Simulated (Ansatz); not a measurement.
Model: Si(111) 1x1 surface, 6 top atoms, 3 bilayers, bottom bilayer H-capped and fixed, every top atom capped by H; cell 11.5 x 6.6 Å; two neighbouring H replaced by OH; about 7 Å thick over the host's atoms, 18 atoms held. All values below come from PBE-D3(BJ) (plane waves to 420 eV, PAW; Ansatz, an electronic-structure program). Sampling: 1x2x1 k points. The slab states were run without spin polarisation. No spin-orbit coupling. No Hubbard U. Slab thickness, cell and mesh are as stated and are not converged limits. No zero-point or entropy terms are included. Each state was relaxed from one prepared geometry.

One TaCl5 a cell is brought to Si(111):H with two OH. Relaxed result near the molecule:

```
atom    x (Å)   y (Å)   z (Å)
------  -----  ------  ------
H(29)   3.817  -0.069  10.973
H(44)   7.749   6.769  10.998
H(45)   9.648   3.311  11.058
O(46)   5.125   3.326  11.181
H(47)   4.129   3.209  11.187
O(48)   2.313   3.172  11.102
H(49)   2.196   3.902  11.741
Ta(a0)  5.642   3.398  13.390
Cl(a1)  6.755   5.387  12.910
Cl(a2)  6.091   3.418  15.614
Cl(a3)  4.355   1.458  13.449
Cl(a4)  7.534   2.215  12.719
Cl(a5)  3.627   4.661  13.500
```

Problem. What is the adsorption energy against the free TaCl5 and the slab before, and how much of it is dispersion?

Solution. -1.02 eV (negative: bound); the D3 term gives -0.85 eV of it. Bonds to the surface: O(46)-Ta(a0) 2.27 Å.

Here TaCl5 is the monomer.
